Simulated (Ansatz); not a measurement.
Worked example: self-consistent single point of Mg (R3m, 3 atoms in the cell) in Ansatz (an electronic-structure program).

Level of theory: PBEsol, harder PAW files (source: ansatz) made with PBE (plane waves; Ansatz).

```xyz
3
Lattice="1.5879 0.9168 7.6768 -1.5879 0.9168 7.6768 0.0000 -1.8336 7.6768" Properties=species:S:1:pos:R:3 pbc="T T T"
Mg     0.0000     0.0000     0.0500
Mg     0.0000     0.0000     5.1112
Mg     0.0000     0.0000    17.9191
```

Reference input (self-consistent single point, DFT, PBEsol, plane waves, default PAW files made with PBE): basis.ecutwfc = 420 eV; kpoints.mp_grid.grid = 8 8 8; hamiltonian.xc = pbesol; hamiltonian.pseudopotentials = {kind: paw} (the program's default PAW files); scf.occupations.method = gaussian; scf.occupations.width = 0.1 eV. This run's input differs from it in these lines:

Ansatz 0.2 input:
```diff
@@ -11,3 +11,3 @@
 basis:
-  ecutwfc: 420.0 eV
+  ecutwfc: 340.0 eV
 kpoints:
@@ -19,2 +19,3 @@
     kind: paw
+    source: ansatz
 scf:
```

The program printed (abridged):

```
SCF iter   1: F=—  HF=-5730.819841 eV  |F-HF|=—  |Δ(HF+E_count)|=         —  Δρ=3.35e-2  dr2=2.78e-1  ethr=3.10e-3  ⟨swp⟩=3.3  Hψ=4736  notcnv=0
all-band conjugate gradients solve this SCF's bands
preconditioner: auto → Kerker (q_TF=auto, 2.386 Å⁻¹)
SCF iter   2: F=—  HF=-5730.674152 eV  |F-HF|=—  |Δ(HF+E_count)|=   1.46e-1  Δρ=1.39e-2  dr2=8.43e-2  ethr=9.25e-4  ⟨swp⟩=2.0  Hψ=2793  notcnv=0  defer=2
   [... lines left out ...]
SCF iter   4: F=—  HF=-5730.674097 eV  |F-HF|=—  |Δ(HF+E_count)|=   1.41e-3  Δρ=8.45e-4  dr2=2.01e-4  ethr=6.69e-5  ⟨swp⟩=1.0  Hψ=1233  notcnv=0  defer=2
SCF iter   5: F=—  HF=-5730.674050 eV  |F-HF|=—  |Δ(HF+E_count)|=   4.77e-5  Δρ=7.61e-5  dr2=3.77e-6  ethr=6.70e-7  ⟨swp⟩=2.0  Hψ=1432  notcnv=0  defer=2
SCF iter   6: F=—  HF=-5730.673982 eV  |F-HF|=—  |Δ(HF+E_count)|=   6.71e-5  Δρ=2.03e-5  dr2=3.90e-7  ethr=1.26e-8  ⟨swp⟩=2.4  Hψ=2081  notcnv=0  defer=2
SCF iter   7: F=-5730.673982 eV  HF=-5730.673982 eV  |F-HF|=7.35e-9  |Δ(HF+E_count)|=   9.33e-9  Δρ=4.93e-6  dr2=1.60e-8  ethr=3.33e-10  ⟨swp⟩=4.8  Hψ=4115  notcnv=0
SCF 1 converged in 7 iterations: F = -5730.673982 eV  dr2 = 1.60e-8
Free energy (F): -5730.673982 eV
Internal energy: -5730.668100 eV  (E = F + TS)
E sigma→0 (E₀):  -5730.671041 eV
Entropy (-TS):   -0.005883 eV (-1.961 meV/atom)
Fermi energy:    5.766782 eV
--- Forces (eV/Å), atoms counted from 1 ---
  atom   1  Mg     0.00000000     0.00000000    -0.18993910
  atom   2  Mg     0.00000000    -0.00000000     0.11339857
  atom   3  Mg     0.00000000    -0.00000000     0.07653911
--- Stress (GPa, compression-positive) ---
        1.069592       0.000000      -0.000000
        0.000000       1.069592       0.000000
        0.000000       0.000000       0.505818
  P = ⅓ Tr σ = 0.8817 GPa (8.817 kbar)
  The stress holds the Pulay correction. Without it, at fixed plane waves, as pw.x and ABINIT print it: P = -83.5363 GPa
```

The run converged in 7 iterations. Against the reference run the pressure goes from 0.38 to 0.88 GPa and the largest force goes from 0.145 to 0.190 eV/Å.

The starting cell comes from a database of computed structures (which also holds hypothetical and non-ambient phases and stackings), without a prior relaxation at this level. Its lattice was rescaled by up to half a per cent. One atom was moved a little off its site on purpose. Ansatz's pressure includes its estimate of the finite-basis (Pulay) stress. Without the estimate this run gives -83.54 GPa. The cutoff lies below the one recommended for these files.
